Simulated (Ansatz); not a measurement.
The starting structures come from a database of crystals and need not be the phases stable at ambient conditions.

Data:

```
CELL_PARAMETERS angstrom
      4.93582     0.00000     0.00000
      0.00000     4.93582     0.00000
      2.46791    -2.46791     5.09896
ATOMIC_POSITIONS crystal
  Li 0.75000 0.75000 0.50000
  Li 0.50663 0.99337 0.98674
  Li 0.99337 0.50663 0.01326
  Li 0.00000 0.00000 0.00000
  H  0.78944 0.45933 0.75212
  H  0.45933 0.45844 0.24788
  H  0.45844 0.29279 0.75212
  H  0.29279 0.78944 0.24788
  H  0.07953 0.57726 0.61474
  H  0.57726 0.30573 0.38526
  H  0.30573 0.03748 0.61474
  H  0.03748 0.07953 0.38526
  N  0.36134 0.11526 0.76886
  N  0.11526 0.86980 0.23114
  N  0.86980 0.65360 0.76886
  N  0.65360 0.36134 0.23114
```

Space group of this cell: I-4. The cell is taken as given; by PBEsol its mean pressure is 1.3 GPa.

Transport runs along the normal of the first two printed cell vectors, the (001) plane of the conventional cell.

No gap correction and no spin-orbit coupling; mid-gap values are interpolated between computed energies.

Question: Estimate the band gap and the smallest decay constant κ at mid-gap that PBEsol (Ansatz, a program for electronic structure) returns for this system.

Answer: Gap 3.25 eV on a 8×8×8 mesh; κ = 0.356 1/Å, at the zone centre.
